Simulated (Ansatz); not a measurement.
The reference is Rb2InAgCl6 (space group Fm-3m, No. 225; a = 10.3084 Å; a cell from a computed database, its experimental status unchecked). Axes: x, y, z lie along the cube axes.

All numbers come from PBEsol (Ansatz, a program for electronic structure, PAW, no spin-orbit coupling).

Modification: every lattice vector is shortened by 0.87 %, atoms relaxed at fixed cell.

Task: Predict the stress tensor and what it implies for the stiffness.

Result: Stress of the strained cell less that of the base (GPa, compression positive):
```
   0.92    0.00    0.00
   0.00    0.92    0.00
   0.00    0.00    0.92
```

Then B = −ΔP/(ΔV/V₀) with ΔV/V₀ = -0.0259 gives secant stiffness values (nonlinear terms included at this strain): B ≈ 36 GPa.

Whether these cells are dynamically stable was not tested.
